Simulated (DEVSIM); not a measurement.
Structure: illuminated Si n-on-p cell, one wavelength, at 300 K.

Layer 1 from the left is Si, thickness (μm) 0.600, Nd (cm⁻³) 1.7e18, τn (s) 1.7e-5, τp (s) 7.4e-7, absorption coefficient (cm⁻¹) 23000. Layer 2 from the left is Si, thickness (μm) 34.0, Na (cm⁻³) 4.7e16, τn (s) 6.2e-5, τp (s) 6.2e-5, absorption coefficient (cm⁻¹) 23000.

Left contact: ohmic, minority hole recombination velocity 100 cm/s. Right contact: ohmic, minority electron recombination velocity 40 cm/s. Voltage is applied to the left contact. Recombination: SRH at mid-gap, radiative, Auger. Gap narrowing is on: ΔEg = 6.92 meV × (l + √(l² + 0.5)), l = ln(N/1.3e17 cm⁻³), shared equally by both band edges. Light enters at the left, 8.8e16 photons cm⁻² s⁻¹, one pass, no reflection. Mobility is μmin + (μ − μmin)/(1 + (N/Nref)^α).

Constants are typed, rounded textbook-type inputs, not results; the design itself was drawn at random and stands for no fabricated device. Values at 300 K.

Si: gap (eV) 1.124, affinity (eV) 4.05, permittivity 11.7, Nc (cm⁻³) 2.86e19, Nv (cm⁻³) 3.1e19, μn (cm²/Vs) 1417, μp (cm²/Vs) 470, μn,min 52, μp,min 45, Nref,n 9.7e16, Nref,p 2.2e17, αn 0.68, αp 0.72, B (cm³/s) 4.7e-15, Cn (cm⁶/s) 2.8e-31, Cp (cm⁶/s) 9.9e-32.

Simulated with DEVSIM: 1D drift-diffusion, Boltzmann statistics, complete ionisation; no tunnelling, impact ionisation, image-force lowering or self-heating.

Q: What does the simulation give for the share of generated pairs collected at short circuit, the dark forward voltage at 1 A/cm²?

A: share of generated pairs collected at short circuit 0.997; dark forward voltage at 1 A/cm² 0.800 V.
